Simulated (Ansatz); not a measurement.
## hcp Mg (1 0 0) on wurtzite GaN (1 0 0) (film strained to the substrate, started from cuts of the bulks and a machine-learned relaxation; slabs Ga10N10 and Mg8, which can lie off the formulas)

A periodic stack without vacuum, hcp Mg (1 0 0) on wurtzite GaN (1 0 0) (film strained to the substrate, started from cuts of the bulks and a machine-learned relaxation; slabs Ga10N10 and Mg8, which can lie off the formulas): substrate slab Ga10N10, film Mg8, surface cells [[0, 1], [-1, 0]] and [[0, 1], [-1, 0]], film strained by +0.6 and +1.2 %, outermost planes GaN/GaN and Mg/Mg as cut, which need not be the usual terminations and can put a slab off its formula.

The start was prepared with a machine-learned potential, and the result is one local minimum, with the in-plane cell held and forces under 0.04 eV/Å; the film can end far from its bulk form.

Calculation: PBE (plane waves to 420 eV, PAW; Ansatz, a program for electronic structure). No spin–orbit coupling; the runs are not spin-polarised; PBE gaps are too small against experiment. Its k-point mesh 6×10×1, Fermi–Dirac width 0.05 eV.

The interface area is 16.9 Å², the period is 24.97 Å and the heights between the nearest atoms of the two slabs at the two interfaces is 1.60 and 1.84 Å. The Ga–Mg contacts across the interfaces within 1.22 times the sum of covalent radii comes out as 7, mean 3.03 Å, the Mg–N contacts across the interfaces within 1.22 times the sum of covalent radii comes out as 3, mean 2.20 Å and the hole barrier (PBE, at the middle of a substrate layer that carries a field) is 1.31 eV. The electron barrier (PBE, at the middle of a substrate layer that carries a field) is 0.40 eV and the slope of the mean potential energy in the substrate comes out as -3.2 MV/cm × e.

```xyz
28
Lattice="5.2333 -0.0015 0.3283 -0.0014 3.2183 0.0373 3.4334 0.0358 25.2366" Properties=species:S:1:pos:R:3 pbc="T T T"
Ga     3.4760     1.6039     1.8300
Ga     6.1776     0.0089     0.9885
N      5.4527     1.6074     1.9168
N      2.8901     0.0068     0.8894
Ga     3.3144    -0.0365     4.5883
Ga     5.9960     1.5836     3.8237
N      5.2878    -0.0361     4.6966
N      2.7266     1.5833     3.6572
Ga     3.1398     1.5393     7.3873
Ga     5.8183    -0.0594     6.5903
N      5.1123     1.5393     7.5029
N      2.5539    -0.0592     6.4090
Ga     2.9635    -0.1033    10.1596
Ga     5.6440     1.5164     9.3899
N      4.9344    -0.1030    10.2623
N      2.3782     1.5166     9.2085
Ga     2.7402     1.4732    13.0399
Ga     5.4763    -0.1255    12.1316
N      4.7634     1.4818    13.1539
N      2.1987    -0.1249    11.9764
Mg     7.3107     1.6168    16.1154
Mg     4.7784    -0.0205    14.7576
Mg     7.1855     3.2746    18.8219
Mg     4.6178     1.7157    17.6275
Mg     7.0392     1.6889    21.5561
Mg     4.4706     0.1029    20.4152
Mg     7.0105     3.2772    24.2540
Mg     4.3524     1.6776    23.2082
```
